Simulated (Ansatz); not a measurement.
HfIr3 (model structure, started from the D022 type, I4/mmm, No. 139, 4 atoms in the cell)

These are LDA (Ansatz, a program for electronic structure, PAW) values and carry that method's errors.

Settings: plane-wave cutoff 520 eV, 20×20×20 k mesh, Fermi–Dirac smearing 0.05 eV, no spin polarisation, scalar-relativistic PAW data made under PBE.

Cell (relaxed at this level):

```yaml
crystal:
  lattice:
    - [-1.95347, 1.95347, 3.91333]
    - [1.95347, -1.95347, 3.91333]
    - [1.95347, 1.95347, -3.91333]
  atoms:
    - { symbol: Ir, position: [0.50000, 0.50000, 0.00000] }
    - { symbol: Ir, position: [0.75000, 0.25000, 0.50000] }
    - { symbol: Ir, position: [0.25000, 0.75000, 0.50000] }
    - { symbol: Hf, position: [0.00000, 0.00000, 0.00000] }
```

```yaml
bulk_modulus: 315 GPa
```

Note: the run has no spin polarisation, so it can have missed a magnetic state; the bulk modulus is −V dP/dV from two relaxed cells at ±2 % in volume; the relaxation could raise the start's symmetry but not lower it, so the cell can be a saddle point.

Spin–orbit coupling is not included.

A model structure was made by putting elements into a prototype or built by hand; it is no filed structure, need not be a known phase, and can be a saddle point held by its symmetry.
